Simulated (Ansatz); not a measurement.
Pressure series in SiO2

Base system: SiO2 (space group P3_221, No. 154; a = 4.9204 Å, c = 5.4163 Å).

Cell and atoms are relaxed at each pressure.

Method: r2SCAN/PAW in Ansatz (a first-principles code), without spin-orbit coupling, earlier PAW set.

Notes on the quantities. enthalpy: H = E + PV relative to the base's energy.

```tsv
variant	enthalpy	lattice parameter a	smallest direct gap	gap character
base	–	4.920 Å	6.91 eV	indirect, K → Γ
pressure −2 GPa	-0.16 eV/atom	5.034 Å	6.72 eV	indirect, M → Γ
pressure −1 GPa	-0.08 eV/atom	4.971 Å	6.83 eV	indirect, K → Γ
pressure 0.9 GPa	+0.07 eV/atom	4.880 Å	6.96 eV	indirect, K → Γ
pressure 2.1 GPa	+0.16 eV/atom	4.833 Å	7.03 eV	indirect, K → Γ
pressure 4.5 GPa	+0.34 eV/atom	4.754 Å	7.15 eV	indirect, K → Γ
pressure 9 GPa	+0.65 eV/atom	4.636 Å	7.33 eV	indirect, K → Γ
pressure 30 GPa	+1.93 eV/atom	…	…	indirect, M → Γ
```

Q: What belongs in the blanks?

A: 
- pressure 30 GPa, lattice parameter a: 4.292 Å
- pressure 30 GPa, smallest direct gap: 8.00 eV

Load acts through the strain it causes; cell and atoms are relaxed under it. Stability against distortions was not tested. Competing high-pressure phases were not computed.
